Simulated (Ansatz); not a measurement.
Start from SiC (space group P6_3mc, No. 186; a = 3.0941 Å, c = 10.1292 Å). Axes: x lies along a and z along c of the hexagonal cell.

(Cell as relaxed with PBE.)

Levels (all Ansatz, an electronic-structure program, PAW, earlier PAW set): PBE (420 eV, no spin-orbit coupling); r2SCAN (500 eV, no spin-orbit coupling).

Each level relaxes its own structure.

```csv
base,PBE,r2SCAN
volume per atom,10.50 Å³,10.33 Å³
lattice parameter a,309.4 pm,307.8 pm
band gap,2.22 eV,2.60 eV
```

The change: compressive biaxial strain of 1.66 % in the plane normal to [001], as in epitaxy on a mismatched substrate; the out-of-plane cell vector and the atoms relax.

| quantity | PBE | r2SCAN |
|---|---|---|
| smallest direct gap | 3.28 eV | [?] |
| out-of-plane strain | +0.34 % | [?] |
| valence-band top at Γ (three highest levels, from the VBM) | 0.00, 0.00, -0.26 eV | [?] |
| gap character | indirect, Γ → M | [?] |
| electron mass | 0.52 mₑ along k, 0.30 mₑ across (at M) | [?] |

### Question
What does r2SCAN give?

### Answer

- smallest direct gap, r2SCAN: 3.72 eV
- out-of-plane strain, r2SCAN: +0.31 %
- valence-band top at Γ (three highest levels, from the VBM), r2SCAN: 0.00, 0.00, -0.27 eV
- gap character, r2SCAN: indirect, Γ → M
- electron mass, r2SCAN: 0.50 mₑ along k, 0.29 mₑ across (at M)

PBE's smallest direct gap lies 0.44 eV below r2SCAN's; PBE's out-of-plane strain lies 0.03 % above r2SCAN's; the two agree on the gap character. Neither level is exact; r2SCAN is the comparison here, not a measurement.

Masses are band curvatures over ±0.01 Å⁻¹ around the edge. Along k means along the line from Γ to the band edge. Whether these cells are dynamically stable was not tested.
